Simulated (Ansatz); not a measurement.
Size effect: Ta3Re (Fm-3m) beside Cu

Ta₃Re (Fm-3m) has a bulk resistivity ρ₀ of 7.00 μΩ·cm and a mean free path ℓ of 10.3 nm. Cu (Fm-3m): ρ₀ = 1.66 μΩ·cm, ℓ = 40.5 nm. Both at 300 K by PBEsol, DFPT electron-phonon coupling, linearised Boltzmann equation (plane waves, PAW, scalar-relativistic; Ansatz, a first-principles code); third figures are kept for the arithmetic, and halving the electron mesh moves ρ₀ by up to 5 and 1 % at 300 K, and ℓ by up to 4 and 1 % (the most at any temperature). Cell of Ta3Re (Fm-3m): a = 4.547 Å, b = 4.547 Å, c = 4.547 Å, α = 60.00°, β = 60.00°, γ = 60.00°. Remarks on Ta3Re (Fm-3m): eigensolver warning.

Square wire of width d: ρ = ρ₀ {1 + (3/4)(1 − p) ℓ/d + (3/2) [R/(1 − R)] ℓ/D}, with p = 0, R = 0.5, D = d.

Write ρ(d) for both metals.

With D = d the size term is Kρ₀ℓ/d, K = 0.75 × 1.0 + 1.5 × 0.5/0.50 = 2.25. Ta3Re (Fm-3m): ρ₀ℓ = 7.2×10⁻¹⁶ Ω·m², ρ = 7.00 + 162/d. Cu: 6.72×10⁻¹⁶ Ω·m², ρ = 1.66 + 151/d (μΩ·cm, d in nm).

By these numbers, below which width does Ta3Re (Fm-3m) have the lower resistivity?

Nowhere: neither ρ₀ nor ρ₀ℓ of Ta3Re (Fm-3m) lies under that of Cu. One of the two differences is smaller than the summed mesh changes, so finer meshes could alter this.

Give copper a liner of 1.5 nm on each side that carries no current, and suppose that Ta3Re (Fm-3m) needs no liner. Find the resistance of 1 μm of line, ρL/d², in square trenches of width w. Take w = 12, 14, 20, 36 nm.


| w (nm) | ρ, Ta3Re (Fm-3m) (μΩ·cm) | Ω/μm, Ta3Re (Fm-3m) | core d (nm) | ρ, Cu (μΩ·cm) | Ω/μm, Cu |
|---|---|---|---|---|---|
| 12 | 21 | 1420 | 9 | 18.5 | 2300 |
| 14 | 18.6 | 950 | 11 | 15.4 | 1270 |
| 20 | 15.1 | 380 | 17 | 10.6 | 370 |
| 36 | 11.5 | 89 | 33 | 6.2 | 57 |

The line of Ta3Re (Fm-3m) has the lower resistance at w = 12, 14 nm. The line of Cu has the lower resistance at w = 20, 36 nm. At 20 nm the two differ by less than the mesh changes allow to tell. For Cu, d lies under 0.3 ℓ at w = 12, 14 nm, where the formula is only a guide.

The formula is the first-order form of the Fuchs-Sondheimer and Mayadas-Shatzkes models for a square wire of an isotropic metal and fails where d lies far under ℓ. Specularity, reflection and grain size are typed assumptions. With a current-weighted ℓ the product lies above the one-path value, by more the wider the paths spread. ρ₀ is phonon-limited: no impurities, no disorder, and the values belong to this polymorph, stable or not.

Computed structure with no diffraction record at hand here (it may be known, metastable or hypothetical): Ta3Re (Fm-3m). The missing spin-orbit coupling matters most for Ta3Re (Fm-3m).
